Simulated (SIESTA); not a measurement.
A self-consistent single point of SrBi3 (Pm-3m, 4 atoms in the cell) with SIESTA

Level of theory: GGA PBEsol, numerical atomic orbitals DZP, PseudoDojo PBEsol standard norm-conserving potentials (rewritten from UPF to PSML) (SIESTA).

The input file:

```
# files in the folder: Sr.psml Bi.psml (PseudoDojo PBEsol standard)
SystemName  SrBi3
SystemLabel srbi3

NumberOfAtoms                4
NumberOfSpecies              2
%block ChemicalSpeciesLabel
  1 38 Sr
  2 83 Bi
%endblock ChemicalSpeciesLabel
LatticeConstant              1.0 Ang
%block LatticeVectors
     5.049694000    0.000000000    0.000000000
     0.000000000    5.049694000    0.000000000
     0.000000000    0.000000000    5.049694000
%endblock LatticeVectors
AtomicCoordinatesFormat      Bohr
%block AtomicCoordinatesAndAtomicSpecies
     0.000000000    0.000000000    0.000000000  1
     4.771269337    4.771269337    0.000000000  2
     0.000000000    4.771269337    4.771269337  2
     4.771269337    0.000000000    4.771269337  2
%endblock AtomicCoordinatesAndAtomicSpecies

XC.functional                GGA
XC.authors                   PBEsol
PAO.BasisSize                DZP
PAO.EnergyShift              0.01 Ry
MeshCutoff                   400 Ry
%block kgrid.MonkhorstPack
    5   0   0  0.0
    0   5   0  0.0
    0   0   5  0.0
%endblock kgrid.MonkhorstPack
OccupationFunction           MP
OccupationMPOrder            0
ElectronicTemperature        1160.45 K

MaxSCFIterations             150
SCF.Mixer.Method             Broyden
SCF.Mixer.Weight             0.1
SCF.Mixer.History            6
SCF.DM.Tolerance             1.0E-05
Diag.ParallelOverK           true
WriteForces                  true
Charge.Mulliken              end
```

Output (repeated stretches shortened):

```
reinit: Reading from file input.fdf

reinit: System Name: SrBi3
reinit: System Label: srbi3

coor:   Atomic-coordinates input format  =     Cartesian coordinates
coor:                                            (in Bohr units)

siesta: Atomic coordinates (Bohr) and species
siesta:      0.00000   0.00000   0.00000  1        1
siesta:      4.77127   4.77127   0.00000  2        2
siesta:      0.00000   4.77127   4.77127  2        3
siesta:      4.77127   0.00000   4.77127  2        4

siesta: System type = bulk

initatomlists: Number of atoms, orbitals, and projectors:      4    63   114

siesta: ******************** Simulation parameters ****************************
redata: Spin configuration                          = none
redata: Time-Reversal Symmetry                      = T
redata: Number of Atomic Species                    =        2
redata: Mesh Cutoff                                 =   400.0000 Ry
redata: Net charge of the system                    =     0.0000 |e|
redata: Min. number of SCF Iter                     =        0
redata: Max. number of SCF Iter                     =      150
redata: SCF convergence failure will abort job
redata: SCF mix quantity                            = Hamiltonian
redata: Mix DM or H after convergence               =   F
redata: Recompute H after scf cycle                 =   F
redata: Mix DM in first SCF step                    =   T
redata: No kicks to SCF
redata: DM Mixing Weight for Kicks                  =     0.5000
redata: Require Harris convergence for SCF          =   F
redata: Harris energy tolerance for SCF             =     0.000100 eV
redata: Require DM convergence for SCF              =   T
redata: DM tolerance for SCF                        =     0.000010
redata: Require EDM convergence for SCF             =   F
redata: EDM tolerance for SCF                       =     0.001000 eV
redata: Require H convergence for SCF               =   T
   [... lines left out ...]
diag: Used triangular part                          = Lower
diag: Absolute tolerance                            =  0.100E-15
diag: Orthogonalization factor                      =  0.100E-05
diag: Memory factor                                 =  1.0000

superc: Internal auxiliary supercell:     5 x     5 x     5  =     125
superc: Number of atoms, orbitals, and projectors:    500   7875  14250

                        Single-point calculation

superc: Internal auxiliary supercell:     5 x     5 x     5  =     125
superc: Number of atoms, orbitals, and projectors:    500   7875  14250

outcell: Unit cell vectors (Ang):
        5.049694    0.000000    0.000000
        0.000000    5.049694    0.000000
        0.000000    0.000000    5.049694

outcell: Cell vector modules (Ang)   :    5.049694    5.049694    5.049694
outcell: Cell angles (23,13,12) (deg):     90.0000     90.0000     90.0000
outcell: Cell volume (Ang**3)        :    128.7642
new_DM -- step:     1
Initializing Density Matrix...

Attempting to read DM from file... Failed...
DM filled with atomic data:

InitMesh: MESH = 64 x 64 x 64 = 262144
InitMesh: Mesh cutoff (required, used) =   400.000   443.948 Ry

stepf: Methfessel-Paxton step function
       Using Hermite-Gauss polynomials of order  0
        iscf     Eharris(eV)        E_KS(eV)     FreeEng(eV)     dDmax    Ef(eV) dHmax(eV)
   scf:    1    -7594.879249    -7595.547069    -7595.557577  1.845215 -3.266931  2.722764
   scf:    2    -7595.803905    -7595.676908    -7595.687542  0.022655 -3.296003  2.331411
   scf:    3    -7596.295653    -7596.031965    -7596.043861  0.130114 -3.463894  0.329023
   scf:    4    -7596.033551    -7596.032800    -7596.044881  0.005035 -3.463418  0.222697
   scf:    5    -7596.033422    -7596.033312    -7596.045899  0.016291 -3.447114  0.009461
   scf:    6    -7596.033400    -7596.033356    -7596.045913  0.000365 -3.446234  0.007157
   [... 10 lines left out ...]
   scf:   17    -7596.033514    -7596.033514    -7596.045938  0.000017 -3.444742  0.000378
   scf:   18    -7596.033513    -7596.033514    -7596.045938  0.000015 -3.444743  0.000332
   scf:   19    -7596.033513    -7596.033513    -7596.045938  0.000013 -3.444744  0.000293
   scf:   20    -7596.033513    -7596.033513    -7596.045938  0.000011 -3.444745  0.000258
   scf:   21    -7596.033513    -7596.033513    -7596.045938  0.000010 -3.444747  0.000228
SCF Convergence by DM+H criterion
max |DM_out - DM_in|         :     0.0000097448
max |H_out - H_in|      (eV) :     0.0002276313
SCF cycle converged after 21 iterations

Using DM_out to compute the final energy and forces

siesta: E_KS(eV) =            -7596.0335

siesta: E_KS - E_eggbox =     -7596.0335

siesta: Atomic forces (eV/Ang):
     1    0.000000    0.000000    0.000000
     2    0.000000    0.000000   -0.000000
     3   -0.000000    0.000000   -0.000000
     4    0.000000   -0.000000   -0.000000
   Tot    0.000000    0.000000   -0.000000
   Max    0.000000
   Res    0.000000    sqrt( Sum f_i^2 / 3N )
   Max    0.000000    constrained

Stress tensor Voigt[x,y,z,yz,xz,xy] (kbar):        6.90        6.90        6.90        0.00        0.00        0.00
(Free)E + p*V (eV/cell)    -7596.6003
Target enthalpy (eV/cell)    -7596.0459

siesta: Program's energy decomposition (eV):
siesta: Ebs     =     -1151.248307
siesta: Eions   =      8989.108440
siesta: Ena     =       978.889057
siesta: Ekin    =      3417.988678
siesta: Enl     =     -1100.039215
siesta: Eso     =         0.000000
siesta: Edftu   =         0.000000
siesta: DEna    =        51.355708
siesta: DUscf   =         1.208568
siesta: DUext   =         0.000000
siesta: Ex      =     -1819.984577
siesta: Ec      =      -136.343292
siesta: Exc     =     -1956.327869
siesta: Eharris =     -7596.033513
siesta: Etot    =     -7596.033513
siesta: FreeEng =     -7596.045938

siesta: Stress tensor (static) (eV/Ang**3):
siesta:     0.004306    0.000000    0.000000
siesta:     0.000000    0.004306    0.000000
siesta:     0.000000    0.000000    0.004306

siesta: Cell volume =        128.764215 Ang**3

siesta: Pressure (static):
siesta:                Solid            Molecule  Units
siesta:          -0.00004689         -0.00004689  Ry/Bohr**3
siesta:          -0.00430563         -0.00430563  eV/Ang**3
siesta:          -6.89837804         -6.89837794  kBar

mulliken: Atomic and Orbital Populations:

Species: Sr
Atom  Qatom  Qorb
               4s      5s      5s      4py     4pz     4px     5py     5pz
               5px
   1  9.173   1.990   0.462   0.062   1.941   1.941   1.941   0.279   0.279
              0.279

Species: Bi
Atom  Qatom  Qorb
               6s      6s      6py     6pz     6px     6py     6pz     6px
               5dxy    5dyz    5dz2    5dxz    5dx2-y2 6dxy    6dyz    6dz2
               6dxz    6dx2-y2
   2 15.276   1.673   0.106   1.437   0.772   1.437  -0.244   0.078  -0.244
              2.004   2.008   2.004   2.008   2.003   0.035   0.060   0.043

              0.060   0.036
   3 15.276   1.673   0.106   1.437   1.437   0.772  -0.244  -0.244   0.078
              2.008   2.004   2.003   2.008   2.004   0.060   0.035   0.038

              0.060   0.041
   4 15.276   1.673   0.106   0.772   1.437   1.437   0.078  -0.244  -0.244
              2.008   2.008   2.003   2.004   2.004   0.060   0.060   0.038

              0.035   0.041

mulliken: Qtot =       55.000

Mulliken Atomic Populations:
Atom #   charge [q] valence [e]  Species
     1     0.827191    9.172809  Sr
     2    -0.275730   15.275730  Bi
     3    -0.275730   15.275730  Bi
     4    -0.275730   15.275730  Bi
 Total    -0.000000
```

The run converged in 21 iterations.

The starting cell comes from a database of computed structures (which also holds hypothetical and non-ambient phases and stackings), without a prior relaxation at this level. Its lattice was rescaled by a random factor within 2.5 % of one. Values carry the incompleteness of an atom-centred basis.
